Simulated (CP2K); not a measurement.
CP2K run on a (001) slab of Se (cut from a parent of space group no. 152; 3 atoms in the cell): self-consistent single point.

Computed with LDA (Pade form), GPW, DZVP-MOLOPT-SR-GTH basis, GTH-PADE potentials (GTH_POTENTIALS) (CP2K 2026.2).

```
CELL_PARAMETERS angstrom
      4.38311     0.00000     0.00000
     -2.19156     3.79589     0.00000
      0.00000     0.00000    17.30991
ATOMIC_POSITIONS crystal
  Se 0.00000 0.22500 0.50000
  Se 0.77500 0.77500 0.59561
  Se 0.22500 0.00000 0.40439
```

Reference input (self-consistent single point, DFT LDA (Pade form), GPW, DZVP-MOLOPT-SR-GTH basis, GTH-PADE potentials (GTH_POTENTIALS)): CUTOFF = 400 Ry; REL_CUTOFF = 50 Ry; SMEAR/METHOD = FERMI_DIRAC; ELECTRONIC_TEMPERATURE = 116.05 K; KPOINTS/SCHEME = MONKHORST-PACK 3 3 1; XC_FUNCTIONAL = PADE; Se/BASIS_SET = DZVP-MOLOPT-SR-GTH; Se/POTENTIAL = GTH-PADE-q6; METHOD = GPW; EPS_DEFAULT = 1e-10; NGRIDS = 5; SCF_GUESS = ATOMIC. This run's input differs from it in these lines:

```diff
@@ -40,3 +40,4 @@
     &KPOINTS
-      SCHEME MONKHORST-PACK 3 3 1
+      SCHEME MONKHORST-PACK 4 4 1
+      GAMMA_CENTERED T
     &END KPOINTS
```

Output, abridged:

```
 SCF WAVEFUNCTION OPTIMIZATION

  Step     Update method      Time    Convergence         Total energy    Change
     1 NoMix/Diag. 0.30E+00      -     0.50433074       -28.3669876015 -2.84E+01
     2 Broy./Diag. 0.30E+00      -     0.12044423       -28.7225641912 -3.56E-01
     3 Broy./Diag. 0.30E+00      -     0.11576534       -28.6049059138  1.18E-01
     4 Broy./Diag. 0.30E+00      -     0.01201422       -28.4762161472  1.29E-01
     5 Broy./Diag. 0.30E+00      -     0.00615242       -28.4243450187  5.19E-02
     6 Broy./Diag. 0.30E+00      -     0.00195950       -28.4000533287  2.43E-02
   [... 15 lines left out ...]
    22 Broy./Diag. 0.30E+00      -     0.00000296       -28.3893851151  1.27E-05
    23 Broy./Diag. 0.30E+00      -     0.00000106       -28.3893776454  7.47E-06
    24 Broy./Diag. 0.30E+00      -     0.00000116       -28.3893754985  2.15E-06
    25 Broy./Diag. 0.30E+00      -     0.00000032       -28.3893761382 -6.40E-07
  *** SCF run converged in    25 steps ***

  Overlap energy of the core charge distribution:               0.00000000740110
  Self energy of the core charge distribution:                -59.73772061093890
  Core Hamiltonian energy:                                     12.85187634962460
  Hartree energy:                                              24.43443417513867
  Exchange-correlation energy:                                 -5.93796593662203
  Electronic entropic energy:                                  -0.00000012276563
  Fermi energy:                                                -0.12291065123827

  Total energy:                                               -28.38937613816366
  Total energy (extrapolated to T->0):                        -28.38937607678084

   [... lines left out ...]

 STRESS| Analytical stress tensor [bar]
 STRESS|                        x                   y                   z
 STRESS|      x       -2.28615593469E+04   8.34741290115E+02   3.13970998333E+02
 STRESS|      y        8.34741290115E+02  -2.38261955260E+04   1.83958926345E+02
 STRESS|      z        3.13970998333E+02   1.83958926345E+02  -1.72416987843E+04
 STRESS| 1/3 Trace                                            -2.13098178857E+04
```

The run converged in 25 iterations. Against the reference run the free energy rises by 14.7 meV/atom, the largest force goes from 1.304 to 1.358 eV/Å and the gap on the mesh goes from 0.241 to 0.186 eV.

The starting cell has typed, rounded lattice constants, without a prior relaxation at this level. The slab is cut from that crystal, and its faces are unrelaxed. Its lattice was rescaled by up to half a per cent. Spin polarisation is off, though cut faces can carry moments; a gap of a slab can lie between surface states. Values carry the incompleteness of an atom-centred basis. Forces in this geometry exceed 1 eV/Å.
